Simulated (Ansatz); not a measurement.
## Convergence study of the k-point mesh at a smearing width of 0.05 eV for SbPb (Fm-3m, 2 atoms in the cell)

```yaml
crystal:
  lattice:
    - [0.00000, 3.15176, 3.15176]
    - [3.15176, 0.00000, 3.15176]
    - [3.15176, 3.15176, 0.00000]
  atoms:
    - { symbol: Sb, position: [0.50000, 0.50000, 0.50000] }
    - { symbol: Pb, position: [0.00000, 0.00000, 0.00000] }
```

Method: LDA (PW92), default PAW files made with PBE (plane waves; Ansatz, a quantum-chemistry and plane-wave program).

Base settings: basis.ecutwfc = 420 eV; kpoints.mp_grid.grid = 9 9 9; hamiltonian.xc = lda; hamiltonian.pseudopotentials = {kind: paw} (the program's default PAW files); scf.occupations.method = gaussian; scf.occupations.width = 0.1 eV.

In this ladder: scf.occupations.width = 0.05 eV.

The second cell is the first with its lattice scaled by 0.98.

Only quantities that move along the ladder and can be compared are tabulated.

The count of work is k-points × plane waves × bands × iterations; it is no time. 

The starting cell comes from a database of computed structures (which also holds hypothetical and non-ambient phases and stackings), without a prior relaxation at this level. Its lattice was rescaled by up to half a per cent. Ansatz's pressure includes its estimate of the finite-basis (Pulay) stress.

```tsv
kpoints.mp_grid.grid	free energy less the last step's (meV/atom)	energy of the compressed cell less the first (meV/atom)	pressure (GPa)	count of work / last
3 3 3	71.79	-8.14	-2.20	0.012
4 4 4	32.78	-15.72	-2.76	0.024
5 5 5	12.61	-9.79	-2.17	0.030
6 6 6	3.05	-13.79	-2.61	0.048
7 7 7	4.67	-9.66	-2.29	0.060
8 8 8	-0.06	-11.95	-2.47	0.087
10 10 10	2.05	-10.94	-2.38	0.14
12 12 12	1.98	-10.68	-2.35	0.22
15 15 15	-1.30	-11.39	-2.41	0.42
18 18 18	-0.81	-11.15	-2.39	0.68
21 21 21	0.00	-11.05	-2.38	1.0
```

Coarsest kpoints.mp_grid.grid that holds the pressure within 0.1 GPa of the last step, with all finer ones: 7 7 7, at 0.060 of the last step's count of work; the step before is off by 0.23 GPa.

Coarsest kpoints.mp_grid.grid that holds the energy of the compressed cell less the first within 1 meV/atom of the last step, with all finer ones: 8 8 8, at 0.087 of the last step's count of work; the step before is off by 1.4 meV/atom.

Coarsest kpoints.mp_grid.grid that holds the free energy within 1 meV/atom: not settled: the last two steps still differ by 0.81 meV/atom, over half the tolerance, so the ladder does not show it.

The energy difference between the two cells stays within 1 meV/atom of the last step's from 8 8 8 on, the total only from 18 18 18 on: much of the error is common to both cells and cancels.

Keys are those of Ansatz 0.2.
